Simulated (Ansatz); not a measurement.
**Phonons of rock salt TaN at temperature**

Method: the stochastic self-consistent harmonic approximation in a 3×3×3 supercell, PBEsol in Ansatz (a first-principles code). The cell is a database entry relaxed within its symmetry; it need not be the phase found at ambient conditions. Spin-orbit coupling is not included. The cell is fixed at its relaxed static size. Melting and transitions to other phases are not modelled. An odd repeat of the supercell leaves out some zone-boundary points, where instabilities often lie. Frequencies in cm⁻¹ at q = (0.00, 0.33, 0.67) (fractions of the primitive reciprocal vectors), each column in ascending order, rows equal in every column written once; i marks an imaginary mode. The auxiliary (Gaussian) frequencies are positive by construction; the free-energy Hessian decides stability.

```tsv
harmonic	Gaussian 300 K	Hessian 300 K	Gaussian 900 K	Hessian 900 K
153i	37	10i	64	52
84	103	97	110	102
110	137	124	145	133
433	462	451	474	451
563	565	545	567	540
581	567	553	570	541
```

```
Quantity                                                                       Value
-------------------------------------------------------------------  ---------------
pressure at 300 K in this cell                                       3.35 ± 0.04 GPa
pressure at 900 K in this cell                                       7.72 ± 0.08 GPa
pressure near 300 K by path-integral sampling of the fitted surface         3.54 GPa
pressure near 900 K by path-integral sampling of the fitted surface         8.04 GPa
static pressure                                                             0.09 GPa
largest statistical error of the Hessian column at 300 K                   16.0 cm⁻¹
largest statistical error of the Hessian column at 900 K                    3.5 cm⁻¹
```

Over all wave vectors of the supercell the softest harmonic mode is 153i cm⁻¹ at q = (0.00, 0.33, 0.67); the softest of the Hessian is 10i cm⁻¹ at q = (0.00, 0.33, 0.67) at 300 K (error 16; the run's verdict: undecided), 52 cm⁻¹ at q = (0.00, 0.33, 0.67) at 900 K (error 2; the run's verdict: stable). A stable verdict is local, and a supercell this small can stiffen soft modes, so the symmetric phase can look stable where the real crystal is distorted.

The PAW data sets were generated under PBE and serve the other functionals too.
